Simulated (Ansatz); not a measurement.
# InP under load (space group I-4m2): band-edge transport data

Consider the following.

```yaml
crystal:
  lattice:
    - [0.00000, 3.02130, 2.87784]
    - [3.02130, 0.00000, 2.87784]
    - [3.02130, 3.02130, 0.00000]
  atoms:
    - { symbol: In, position: [0.00000, 0.00000, 0.00000] }
    - { symbol: P, position: [0.25000, 0.25000, 0.25000] }
```

Level of theory: r2SCAN with spin-orbit coupling, rigid bands (plane waves, PAW; Ansatz, an electronic-structure program). Condition of this run: biaxial stress xx = yy = -2 GPa (compression positive) (the target of the relaxation). Geometry: cell and atoms relaxed with r2SCAN, then loaded as said.

```
Item                                                                       Value
--------------------------------------------  ----------------------------------
band gap                                                                 0.76 eV
electron conductivity mass (300 K, dilute)    0.079 (x), 0.079 (y), 0.070 (z) mₑ
hole conductivity mass (300 K, dilute)          0.49 (x), 0.49 (y), 0.184 (z) mₑ
effective density of states N_c (300 K)                              4.8e17 cm⁻³
effective density of states N_v (300 K)                              4.9e18 cm⁻³
density-of-states mass, electrons                                       0.072 mₑ
density-of-states mass, holes                                            0.34 mₑ
Seebeck coefficient, n-type 1e19 cm⁻³, 300 K                            -52 μV/K
Seebeck coefficient, p-type 1e19 cm⁻³, 300 K                            212 μV/K
```

Rigid bands; masses and Seebeck coefficients take one relaxation time τ for all states and one kind of carrier; polarons and phonon drag are left out.
